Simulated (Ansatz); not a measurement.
The starting structures come from a database of crystals and need not be the phases stable at ambient conditions.

 Where the default PAW files enter, the runs use the earlier of Ansatz's two default sets.

The decay constant κ of evanescent states in the gap governs leakage through a thin film.

Input:

```
CELL_PARAMETERS angstrom
      5.35089     0.00000     0.00000
      0.00000    14.22445     0.00000
      2.67544     4.74148     1.54467
ATOMIC_POSITIONS crystal
  Zn 0.00000 0.28407 0.00000
  Zn 0.00000 0.78407 0.00000
  Sn 0.00000 0.00184 0.00000
  Sn 0.00000 0.50184 0.00000
  O  0.71433 0.60710 0.89138
  O  0.60571 0.21281 0.07425
  O  0.67996 0.89277 0.03437
  O  0.28567 0.39277 0.03437
  O  0.39429 0.10710 0.89138
  O  0.32004 0.71281 0.07425
```

Space group of this cell: R3c. The cell is taken as given; by PBEsol its mean pressure is -7.1 GPa.

Transport runs along the normal of the first two printed cell vectors, the (100) plane of the conventional cell.

The gap is the functional's own. No spin-orbit coupling. Mid-gap values are interpolated on the energy grid.

Task: Estimate the band gap and the smallest decay constant κ at mid-gap that PBEsol run with Ansatz (a program for electronic structure) returns for this system.

Result: Gap 0.99 eV on a 20×20×20 mesh; κ = 0.128 1/Å, at the zone centre.
